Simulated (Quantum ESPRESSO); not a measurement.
How far to go with the SCF threshold: Li (Im-3m, 1 atom in the cell)

```yaml
crystal:
  lattice:
    - [1.75023, 1.75023, 1.75023]
    - [-1.75023, 1.75023, 1.75023]
    - [-1.75023, -1.75023, 1.75023]
  atoms:
    - { symbol: Li, position: [0.00000, 0.00000, 0.00000] }
```

Level of theory: PBEsol, PseudoDojo standard norm-conserving (PBESOL) pseudopotentials (plane waves; Quantum ESPRESSO).

Base settings: ecutwfc = 75 Ry; occupations = smearing; smearing = gaussian; degauss = 0.0073499 Ry; potentials = {Li: Li.upf}; K_POINTS = automatic 13 13 13 0 0 0; conv_thr = 1e-09 Ry; mixing_beta = 0.4.

The mesh stays at the base's, so the ladder's end is converged at best in this setting alone.

Only quantities that move along the ladder and can be compared are tabulated.

The count of work is k-points × plane waves × bands × iterations; it is no time. 

The starting cell has typed, rounded lattice constants, without a prior relaxation at this level. Its lattice was rescaled by up to half a per cent.

```csv
conv_thr,pressure (GPa),count of work / last
0.0073 Ry,-1.83,0.10
0.00073 Ry,-1.83,0.10
7.3e-05 Ry,-0.75,0.30
7.3e-06 Ry,-0.75,0.30
7.3e-07 Ry,-0.75,0.40
7.3e-08 Ry,-0.75,0.40
7.3e-09 Ry,-0.74,0.50
1e-09 Ry,-0.74,0.50
7.3e-10 Ry,-0.75,0.60
7.3e-12 Ry,-0.75,0.70
7.3e-14 Ry,-0.75,1.0
```

Coarsest conv_thr that holds the pressure within 1 GPa of the last step, with all finer ones: 7.3e-05 Ry, at 0.30 of the last step's count of work; the step before is off by 1.1 GPa.

Two neighbours can agree and both be off: 0.0073 Ry and 0.00073 Ry differ by 0.00 GPa in the pressure, yet lie about 1.1 GPa from the last step.
